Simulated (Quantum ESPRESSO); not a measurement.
## Effort and miss along a sweep of ecutwfc: AgAu3 (I4/mmm, 4 atoms in the cell)

```xyz
4
Lattice="-2.0525 2.0525 4.1544 2.0525 -2.0525 4.1544 2.0525 2.0525 -4.1544" Properties=species:S:1:pos:R:3 pbc="T T T"
Ag     0.0000     0.0000     0.0000
Au     0.0000     2.0525     2.0772
Au     2.0525     0.0000     2.0772
Au     0.0000     0.0000     4.1544
```

Method: PBEsol, GBRV 1.5 ultrasoft (PBESOL) pseudopotentials (plane waves; Quantum ESPRESSO).

Base settings: ecutwfc = 40 Ry; ecutrho = 320 Ry; occupations = smearing; smearing = fermi-dirac; degauss = 0.0073499 Ry; potentials = {Ag: ag_pbesol_v1.4.uspp.F.UPF, Au: au_pbesol_v1.uspp.F.UPF}; K_POINTS = automatic 9 9 9 0 0 0; conv_thr = 1e-10 Ry.

Misses are taken against the tightest run, 80 Ry (ecutrho: 320 Ry → 640 Ry), which need not be fully converged itself. The energy is the free energy per atom.

The count of work is k-points × plane waves × bands × iterations; it is no time, and leaves out set-up, grids and terms that scale otherwise. Core times come from one kind of shared machine and are given to one figure; runs under 30 s give none.

The starting cell comes from a database of computed structures (which also holds hypothetical and non-ambient phases and stackings), without a prior relaxation at this level. In the base run, with a pressure of about -6 GPa the cell is away from its equilibrium volume at this level.

The runs (ecutwfc): 16 Ry (ecutrho: 320 Ry → 128 Ry) | 20 Ry (ecutrho: 320 Ry → 160 Ry) | 24 Ry (ecutrho: 320 Ry → 192 Ry) | 28 Ry (ecutrho: 320 Ry → 224 Ry) | 32 Ry (ecutrho: 320 Ry → 256 Ry) | 36 Ry (ecutrho: 320 Ry → 288 Ry) | 40 Ry | 46 Ry (ecutrho: 320 Ry → 368 Ry) | 52 Ry (ecutrho: 320 Ry → 416 Ry) | 60 Ry (ecutrho: 320 Ry → 480 Ry) | 70 Ry (ecutrho: 320 Ry → 560 Ry) | 80 Ry (ecutrho: 320 Ry → 640 Ry).

Q: What does the step from 36 Ry (ecutrho: 320 Ry → 288 Ry) to 70 Ry (ecutrho: 320 Ry → 560 Ry) buy?

A: It takes the miss in the energy from 41 to 6.7 meV/atom, for 3.0 times the count of work and roughly 3 times the time.

```tsv
ecutwfc	energy less reference (meV/atom)	pressure less reference (GPa)	count of work / reference	core time / reference (rough)
16 Ry (ecutrho: 320 Ry → 128 Ry)	16542.51	-595.52	0.11	0.09
20 Ry (ecutrho: 320 Ry → 160 Ry)	3536.03	-173.34	0.13	0.2
24 Ry (ecutrho: 320 Ry → 192 Ry)	654.76	-42.59	0.17	0.2
28 Ry (ecutrho: 320 Ry → 224 Ry)	111.34	-7.49	0.19	0.3
32 Ry (ecutrho: 320 Ry → 256 Ry)	43.98	-0.44	0.23	0.3
36 Ry (ecutrho: 320 Ry → 288 Ry)	40.87	-0.02	0.28	0.3
40 Ry	35.32	-0.37	0.36	0.4
46 Ry (ecutrho: 320 Ry → 368 Ry)	25.31	-0.18	0.44	0.6
52 Ry (ecutrho: 320 Ry → 416 Ry)	22.94	0.08	0.52	0.6
60 Ry (ecutrho: 320 Ry → 480 Ry)	19.46	-0.25	0.65	0.8
70 Ry (ecutrho: 320 Ry → 560 Ry)	6.70	-0.39	0.82	1.0
80 Ry (ecutrho: 320 Ry → 640 Ry)	0.00	0.00	1.0	1
```

The last two settings still differ by 6.7 meV/atom, so the table cannot show that the reference is converged.
